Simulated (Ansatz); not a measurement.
Consider interstitial H in rock-salt ZrN, neutral cell. These are PBE, PAW (plane waves to 420 eV; Ansatz, a program for electronic structure) values and carry that method's errors.

Settings: 64 host sites, the relaxed PBE lattice, a 2×2×2 k-point mesh shifted by half a step, smearing 0.10 eV, spin-restricted, no image-charge correction. Static, classical nuclei. Sites that were not tried may lie lower.

Barriers: single points on a 3×3×3 k-point mesh shifted by half a step at the bands' geometries (they differ from the bands' own by up to 0.27 eV, and are uncertain by about as much).

The step: H moves alone to another site; the atom moves 2.30 Å along (0.00, 0.50, 0.00) of the unit cell; the moving atom starts with neighbours 4 N at 2.13; 4 Zr at 1.97 Å and ends with 4 N at 2.13; 4 Zr at 1.97 Å.

Q: Predict the migration barrier of this step from PBE, PAW.

A: 1.45 eV, the same both ways. At the saddle the moving atom has neighbours 2 N at 1.90; 2 Zr at 1.74 Å. The saddle point's order was not checked, and it lies on a symmetry element of the cell, where a band can be held.
